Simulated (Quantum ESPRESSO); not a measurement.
## Convergence study of the k-point mesh at a smearing width of 0.02 eV for Rh (Fm-3m, 1 atom in the cell)

```xyz
1
Lattice="0.0000 1.9095 1.9095 1.9095 0.0000 1.9095 1.9095 1.9095 0.0000" Properties=species:S:1:pos:R:3 pbc="T T T"
Rh     0.0000     0.0000     0.0000
```

Level of theory: PBE, PSlibrary ultrasoft (PBE) pseudopotentials (plane waves; Quantum ESPRESSO 7.5).

Base settings: ecutwfc = 60 Ry; ecutrho = 420 Ry; occupations = smearing; smearing = fermi-dirac; degauss = 0.0073499 Ry; potentials = {Rh: Rh.pbe-spn-rrkjus_psl.1.0.0.UPF}; K_POINTS = automatic 15 15 15 0 0 0; conv_thr = 1e-10 Ry.

In this ladder: degauss = 0.00147 Ry.

Only quantities that move along the ladder and can be compared are tabulated.

The count of work is k-points × plane waves × bands × iterations; it is no time. 

The starting cell has typed, rounded lattice constants, without a prior relaxation at this level. Its lattice was rescaled by up to half a per cent. Spin polarisation is off.

Steps (K_POINTS): automatic 5 5 5 0 0 0; automatic 6 6 6 0 0 0; automatic 8 8 8 0 0 0; automatic 9 9 9 0 0 0; automatic 11 11 11 0 0 0; automatic 13 13 13 0 0 0; automatic 16 16 16 0 0 0; automatic 20 20 20 0 0 0; automatic 29 29 29 0 0 0; automatic 35 35 35 0 0 0.

### Question
What is the coarsest K_POINTS that holds the pressure within 0.1 GPa of the last step, with all finer ones?

### Answer
automatic 13 13 13 0 0 0, at 0.073 of the last step's count of work; the step before is off by 0.36 GPa.

### Question
What is the coarsest K_POINTS that holds the free energy within 0.5 meV/atom of the last step, with all finer ones?

### Answer
automatic 29 29 29 0 0 0; the step before is off by 1.5 meV/atom.

```tsv
K_POINTS	free energy less the last step's (meV/atom)	pressure (GPa)	count of work / last
automatic 5 5 5 0 0 0	146.16	3.91	0.010
automatic 6 6 6 0 0 0	81.35	2.88	0.014
automatic 8 8 8 0 0 0	30.65	2.20	0.030
automatic 9 9 9 0 0 0	7.46	1.49	0.031
automatic 11 11 11 0 0 0	9.75	1.82	0.057
automatic 13 13 13 0 0 0	-1.67	1.50	0.073
automatic 16 16 16 0 0 0	0.34	1.52	0.13
automatic 20 20 20 0 0 0	-1.46	1.44	0.22
automatic 29 29 29 0 0 0	-0.20	1.45	0.60
automatic 35 35 35 0 0 0	0.00	1.46	1.0
```
